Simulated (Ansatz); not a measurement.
The reference is TiB2 (space group P6/mmm, No. 191; relaxed with 0.1 eV smearing).

```xyz
3
Lattice="3.0322 0.0000 0.0000 -1.5161 2.6260 0.0000 0.0000 0.0000 3.2237" Properties=species:S:1:pos:R:3 pbc="T T T"
Ti     0.0000     0.0000     0.0000
B      0.0000     1.7507     1.6119
B      1.5161     0.8753     1.6119
```

Cartesian axes are those of the cell as printed.

Level of theory: DFT with PBE, PAW potentials and a 420 eV plane-wave cutoff in Ansatz (an electronic-structure program), no spin-orbit coupling, earlier PAW set.

Base values:

```
Quantity          Result
---------------  -------
Volume per atom  8.56 Å³
Band gap            zero
```

Perturbation: biaxial strain −4.64 %, plane normal [001], relaxed out of plane (Cartesian); in-plane vectors clamped, the third vector and the atoms free.

Question: Estimate the effect on the volume per atom and band gap.

Answer: The volume per atom drops by 0.604 Å³ to 7.95 Å³; the band gap stays zero.

Stability against distortions was not tested. All final runs are without spin polarisation.
